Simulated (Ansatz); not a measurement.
**Bi: element substitutions**

The parent structure is Bi in the A7 type structure (space group R-3m, No. 166; layered).

```xyz
2
Lattice="2.2608 1.3053 4.0094 -2.2608 1.3053 4.0094 0.0000 -2.6105 4.0094" Properties=species:S:1:pos:R:3 pbc="T T T"
Bi     0.0000     0.0000     2.8115
Bi     0.0000     0.0000     9.2167
```

Each row replaces one element on all its sites; cell and atoms are relaxed.

The values are results of Kohn–Sham DFT with the r2SCAN+rVV10 functional, run in Ansatz (an electronic-structure program) with PAW and 500 eV plane waves, scalar-relativistic without spin-orbit coupling, earlier PAW set, not measurements.

```csv
case,shortest interatomic distance,space group
base,3.069 Å,R-3m (No. 166)
Bi → Si,…,Pm-3m (No. 221)
Bi → Sb,…,R-3m (No. 166)
Bi → Ni,…,…
```

Question: Complete the table.

Answer: 
- Bi → Si, shortest interatomic distance: 2.524 Å
- Bi → Sb, shortest interatomic distance: 2.920 Å
- Bi → Ni, shortest interatomic distance: 2.452 Å
- Bi → Ni, space group: Fm-3m (No. 225)

Other magnetic orders, which the real material may have, were not ruled out. Stability against distortions was not tested. As relaxed here, Si is a hypothetical phase, not in the database extracts checked.
